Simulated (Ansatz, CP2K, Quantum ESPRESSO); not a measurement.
## LaOF (P4/nmm, 6 atoms in the cell) computed with different codes at matched settings

Self-consistent single point.

```xyz
6
Lattice="3.9736 0.0000 0.0000 0.0000 3.9736 0.0000 0.0000 0.0000 5.6773" Properties=species:S:1:pos:R:3 pbc="T T T"
La     1.9868     0.0000     4.0633
La     0.0000     1.9868     1.6140
O      0.0000     0.0000     2.8386
O      1.9868     1.9868     2.8386
F      1.9868     1.9868     0.0000
F      0.0000     0.0000     0.0000
```

Shared settings, as Ansatz (a program for electronic structure) writes them: kpoints.mp_grid.grid = 8 8 5; scf.occupations.method = fixed. Potentials and cutoffs stand in the table.

```csv
code,model,pressure (GPa),largest force (eV/Å),gap on the mesh (eV),cutoff
Ansatz,"LDA (PW92), PAW files made with PBE",2.88,0.552,4.681,30.9 Ry
CP2K,"LDA (Pade form), GPW, DZVP-MOLOPT-SR-GTH basis, GTH-PADE potentials (GTH_POTENTIALS)",5.58,0.649,4.913,grid 550 Ry
Quantum ESPRESSO,"LDA (PZ), GBRV 1.5 ultrasoft (LDA) pseudopotentials",3.60,0.603,4.748,40 Ry
```

Gaps are read on the mesh.

The spread over the programs that give each value: pressure within 2.70 GPa; largest force within 0.097 eV/Å; gap on the mesh within 0.232 eV.

CP2K uses small atom-centred bases, whose incompleteness enters pressures, forces and empty levels differently from a plane-wave cutoff. Ansatz's pressure is given at a fixed set of plane waves, as the other plane-wave codes print theirs; with its correction for the finite basis it is 3.33 GPa (the shift of 0.45 GPa shows how far the cutoff is from converged). The same LDA comes in different parametrisations, which differ slightly. In the pressure, CP2K (by 2.34) lies more than 1 GPa from the median of the plane-wave programs. In the gap, CP2K (by 0.199) lies more than 0.12 eV from the median of the plane-wave programs.

The starting cell comes from a database of computed structures (which also holds hypothetical and non-ambient phases and stackings), without a prior relaxation at this level. Its lattice was rescaled by a random factor within 2.5 % of one.

Keys are those of Ansatz 0.2.
